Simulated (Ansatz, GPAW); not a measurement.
A GPAW input for a self-consistent single point of LiH (Fm-3m, 2 atoms in the cell) (DFT PBE, plane waves, GPAW PAW datasets PBE (gpaw-data 1.0.1)):

```python
from ase import Atoms
from ase.units import GPa
from gpaw import GPAW, PW, FermiDirac

atoms = Atoms(['Li', 'H'],
              cell=[[0.000000, 2.042767, 2.042767],
                    [2.042767, 0.000000, 2.042767],
                    [2.042767, 2.042767, 0.000000]],
              scaled_positions=[[0.000000, 0.000000, 0.000000],
                                [0.500000, 0.500000, 0.500000]],
              pbc=True)

calc = GPAW(mode=PW(850),
            xc='PBE',
            kpts={'size': (14, 14, 14), 'gamma': True},
            occupations=FermiDirac(0.0),
            nbands=-8,
            convergence={'density': 1e-05, 'energy': 1e-05, 'bands': -6},
            symmetry={'symmorphic': False, 'tolerance': 0.0005},
            maxiter=120,
            txt='-')

atoms.calc = calc

energy = atoms.get_potential_energy()
print('Energy (eV):', round(energy, 6))
forces = atoms.get_forces()
print('Forces (eV/Ang):')
print(forces.round(5))
stress = atoms.get_stress()
print('Stress (GPa, Voigt):', (stress / GPa).round(4))
```

Q: Write the same calculation as an input for Ansatz (a program for electronic structure).

A: This is the input that was run; spellings and numerical settings could be chosen otherwise.

Ansatz 0.2 input:
```yaml
crystal:
  lattice:
    - [0.000000, 2.042767, 2.042767]
    - [2.042767, 0.000000, 2.042767]
    - [2.042767, 2.042767, 0.000000]
  atoms:
    - { symbol: Li, position: [0.000000, 0.000000, 0.000000] }
    - { symbol: H, position: [0.500000, 0.500000, 0.500000] }
kpoints:
  mp_grid: { grid: [14, 14, 14] }
hamiltonian:
  xc: pbe
  pseudopotentials: { kind: paw }
scf:
  occupations: { method: fixed }
output:
  forces: true
  eigenvalues: true
  stress: true
```

Basis settings and potentials, where a program has them, do not carry over. This input uses DFT, PBE, plane waves, default PAW files. Both were run: pressure -1.49 GPa in GPAW and -2.02 in Ansatz; gap on the mesh 3.006 eV in GPAW and 3.025 in Ansatz. Ansatz's pressure is the one without its finite-basis correction.

On Ansatz: the starting cell comes from a database of computed structures (which also holds hypothetical and non-ambient phases and stackings), without a prior relaxation at this level. Its lattice was rescaled by a random factor within 2.5 % of one.

On GPAW: the starting cell comes from a database of computed structures (which also holds hypothetical and non-ambient phases and stackings), without a prior relaxation at this level. Its lattice was rescaled by a random factor within 2.5 % of one.
